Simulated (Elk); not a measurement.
# Elk run on Li₃Cu (I4/mmm, 4 atoms in the cell): self-consistent single point

Level of theory: PBEsol, all-electron FP-LAPW, Elk's shipped species files, APW+lo basis with extra local orbitals (Elk 10.2.4).

Input as run:

```
tasks
  0

xctype
  22

rgkmax
  7.5

gmaxvr
  16.0

nxlo
  2

lorbcnd
  .true.

lmaxi
  3

stype
  0

swidth
  0.00183747

avec
   -3.8236340460    3.8236340460    6.7882836335
    3.8236340460   -3.8236340460    6.7882836335
    3.8236340460    3.8236340460   -6.7882836335

sppath
  'species/'

atoms
  2   : nspecies
  'Li.in'   : spfname
  3   : natoms; atposl, bfcmt below
  0.7500000000  0.2500000000  0.5000000000    0.0 0.0 0.0
  0.2500000000  0.7500000000  0.5000000000    0.0 0.0 0.0
  0.5000000000  0.5000000000  0.0000000000    0.0 0.0 0.0
  'Cu.in'   : spfname
  1   : natoms; atposl, bfcmt below
  0.0000000000  0.0000000000  0.0000000000    0.0 0.0 0.0

ngridk
  7 7 7
```

The program printed (abridged):

```
│ Elk code version 10.2.4 │

All units are atomic (Hartree, Bohr, etc.)

│ Ground-state run starting from atomic densities │

Lattice vectors :
  -3.823634046       3.823634046       6.788283633
   3.823634046      -3.823634046       6.788283633
   3.823634046       3.823634046      -6.788283633

Unit cell volume      :    396.9836416
Brillouin zone volume :   0.6248373672

Muffin-tin inner radius fraction :   0.1000000000E-01

Nuclei treated as point charges

Species :    1 (Li)
 parameters loaded from : Li.in
 name : lithium
 nuclear charge    :   -3.000000000
 electronic charge :    3.000000000
 atomic mass :    12652.66897
 muffin-tin radius :    1.800000000
 number of radial points in muffin-tin :    297
 atomic positions (lattice), magnetic fields (Cartesian) :
   1 :  -0.25000000  0.25000000  0.50000000    0.00000000  0.00000000  0.00000000
   2 :   0.25000000 -0.25000000  0.50000000    0.00000000  0.00000000  0.00000000
   3 :   0.50000000  0.50000000  0.00000000    0.00000000  0.00000000  0.00000000

Species :    2 (Cu)
 parameters loaded from : Cu.in
 name : copper
 nuclear charge    :   -29.00000000
 electronic charge :    29.00000000
 atomic mass :    115837.2717
 muffin-tin radius :    2.400000000
 number of radial points in muffin-tin :    497
 atomic positions (lattice), magnetic fields (Cartesian) :
   1 :   0.00000000  0.00000000  0.00000000    0.00000000  0.00000000  0.00000000

Total number of atoms per unit cell :    4

Spin treatment :
 spin-unpolarised

Number of Bravais lattice symmetries :   16
Number of crystal symmetries         :   16
Crystal has inversion symmetry
Real symmetric eigensolver will be used

k-point grid :      7     7     7
k-point offset :    0.000000000       0.000000000       0.000000000
k-point set is reduced with full crystal symmetry group
Total number of k-points :       40

Muffin-tin radius times maximum |G+k| :    7.500000000
 using average radius
   [... lines left out ...]
Maximum |G| for potential and density :    16.00000000
 potential will be trimmed for |G| > 2 gkmax
Constant for pseudocharge density :   10
Radial integration step length :    4

G-vector grid sizes :     45    45    45
Number of G-vectors :    27491

Maximum angular momentum used for
 APW functions                      :    8
 outer part of muffin-tin           :    6
 inner part of muffin-tin           :    3

Total nuclear charge    :   -38.00000000
Total core charge       :    12.00000000
Total valence charge    :    26.00000000
Total excess charge     :    0.000000000
Total electronic charge :    38.00000000

Effective Wigner radius, rₛ :    1.356126289

Number of empty states         :   16
Total number of valence states :   29
Total number of core states    :   12

Conduction state local-orbitals added automatically
Total number of local-orbitals :  280

Exchange-correlation functional :     22     0     0
 PBEsol, Phys. Rev. Lett. 100, 136406 (2008)
 gradient requirement :    1
 generalised gradient approximation (GGA)

Smearing type :    0
 Gaussian
Smearing width :   0.1837470000E-02
Effective electronic temperature (K) :    580.2271348

Mixing type :    3
 Broyden mixing, J. Phys. A: Math. Gen. 17, L317 (1984)

Kohn-Sham potential initialised from atomic data
│ Self-consistent loop started │
│ Loop number : 1 │
 total energy                :     -1639.05828582
│ Loop number : 2 │
 total energy                :     -1644.23939096
RMS change in Kohn-Sham potential (target) :    25.02286375     (  0.1000000000E-05)
Absolute change in total energy (target)   :    5.181105141     (  0.1000000000E-03)
│ Loop number : 3 │
 total energy                :     -1517.96771719
RMS change in Kohn-Sham potential (target) :    25.44339528     (  0.1000000000E-05)
Absolute change in total energy (target)   :    124.9763975     (  0.1000000000E-03)
│ Loop number : 4 │
 total energy                :     -1615.91875078
RMS change in Kohn-Sham potential (target) :    15.46669550     (  0.1000000000E-05)
Absolute change in total energy (target)   :    66.70693421     (  0.1000000000E-03)
│ Loop number : 5 │
 total energy                :     -1701.76711376
RMS change in Kohn-Sham potential (target) :    6.789337508     (  0.1000000000E-05)
Absolute change in total energy (target)   :    102.5250965     (  0.1000000000E-03)
   [... lines left out ...]
Absolute change in total energy (target)   :   0.4917224031E-02 (  0.1000000000E-03)
│ Loop number : 20 │
 total energy                :     -1676.11386359
RMS change in Kohn-Sham potential (target) :   0.3216763837E-04 (  0.1000000000E-05)
Absolute change in total energy (target)   :   0.1054937866E-02 (  0.1000000000E-03)
│ Loop number : 21 │
 total energy                :     -1676.11406525
RMS change in Kohn-Sham potential (target) :   0.7467578370E-05 (  0.1000000000E-05)
Absolute change in total energy (target)   :   0.6207539741E-04 (  0.1000000000E-03)
│ Loop number : 22 │
 total energy                :     -1676.11423862
RMS change in Kohn-Sham potential (target) :   0.2199416299E-05 (  0.1000000000E-05)
Absolute change in total energy (target)   :   0.1578501372E-03 (  0.1000000000E-03)
│ Loop number : 23 │
 total energy                :     -1676.11424339
RMS change in Kohn-Sham potential (target) :   0.7606614440E-06 (  0.1000000000E-05)
Absolute change in total energy (target)   :   0.4422990378E-04 (  0.1000000000E-03)
Convergence targets achieved

│ Loop number : 24 │

Energies :
 Fermi                       :     0.755286570072E-01
 sum of eigenvalues          :     -960.927525158
 electron kinetic            :      1703.87187253
 core electron kinetic       :      1497.02185071
 Coulomb                     :     -3308.27058903
 Coulomb potential           :     -2570.89658983
 nuclear-nuclear             :     -171.159401024
 electron-nuclear            :     -3703.32578619
 Hartree                     :      566.214598179
 Madelung                    :     -2022.82229412
 xc potential                :     -93.9028078573
 exchange                    :     -69.8832415988
 correlation                 :     -1.83229284544
 total energy                :     -1676.11425095

Density of states at Fermi energy :    29.31513569
 (states/Hartree/unit cell)

Estimated indirect band gap :   0.1134242027E-02
 from k-point     16 to k-point     16
Estimated direct band gap   :   0.1134242027E-02
 at k-point     16

Charges :
 core                        :    12.00000000
 valence                     :    26.00000000
 interstitial                :    3.444041835
 muffin-tins (core leakage)
  species :    1 (Li)
   atom    1                 :    2.166867913     (   0.000000000    )
   atom    2                 :    2.166867913     (   0.000000000    )
   atom    3                 :    2.154072000     (   0.000000000    )
  species :    2 (Cu)
   atom    1                 :    28.06815034     (  0.1612884017E-03)
 total in muffin-tins        :    34.55595816
 total calculated charge     :    37.99443763
 total charge                :    38.00000000
 error                       :   0.5562371648E-02

│ Self-consistent loop stopped │
```

The run converged in 24 iterations. The count includes the last loop, which Elk runs after its targets are met.

The starting cell comes from a database of computed structures (which also holds hypothetical and non-ambient phases and stackings), without a prior relaxation at this level. Spin polarisation is off. Values depend on the basis (sphere radii, cutoffs, local orbitals), which need not be converged. The log's line on a gap gives a spacing of levels on this mesh, which the program prints for metals too.

Cost on one core of a shared machine: roughly 3 min.
